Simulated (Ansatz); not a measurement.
**Thermal expansion of SrO (rock salt, Fm-3m)**

Method: quasi-harmonic lattice dynamics, r2SCAN density-functional theory in Ansatz (plane waves, PAW); phonon mesh 4×4×4, k mesh 8×8×8. 

```
T (K)  α_L (10⁻⁶/K)  C_P (J/mol/K)  bulk modulus B_T (GPa)     γ
-----  ------------  -------------  ----------------------  ----
50              2.5            9.2                    91.4  1.53
100             7.1           25.0                    90.7  1.60
150            10.0           34.9                    89.8  1.62
200            11.6           40.4                    88.7  1.62
250            12.7           43.7                    87.5  1.62
300            13.5           45.9                    86.3  1.63
350            14.1           47.3                    85.1  1.63
400            14.6           48.4                    83.9  1.64
450            15.0           49.2                    82.6  1.65
500            15.5           49.9                    81.3  1.66
550            15.9           50.5                    79.9  1.67
600            16.3           51.0                    78.5  1.68
650            16.7           51.5                    77.1  1.69
700            17.2           52.0                    75.7  1.70
750            17.7           52.4                    74.2  1.72
800            18.2           52.9                    72.7  1.73
850            18.7           53.4                    71.2  1.74
900            19.2           53.8                    69.6  1.76
950            19.8           54.3                    68.0  1.77
1000           20.5           54.9                    66.3  1.79
```

| Quantity | Value |
|---|---|
| conventional lattice constants at 300 K | a = 5.184 Å |
| entropy at 300 K | 55.7 J/(mol K) |
| adiabatic bulk modulus at 300 K | 88.1 GPa |
| bulk modulus without vibrations | 93.6 GPa |
| zero-point volume expansion | 0.64 % |

Computed at 300 K against measurement: Grüneisen parameter 1.63 computed, 1.52 measured (+7 %; Cormac Toher, Corey Oses, Jose J. Plata et al., Physical Review Materials (2017), arXiv:1611.05714); lattice constant a 5.184 computed, 5.160 measured Å (+0.5 %; Juan A. Santana, Jaron T. Krogel, Paul R. C. Kent et al., The Journal of Chemical Physics (2016), arXiv:1608.06321). The source of the Grüneisen parameter states no temperature.  

Whether this phase is the stable one at each condition was not tested.

The PAW data sets were generated under PBE and serve the other functionals too.

Ansatz is a quantum-chemistry and plane-wave program.
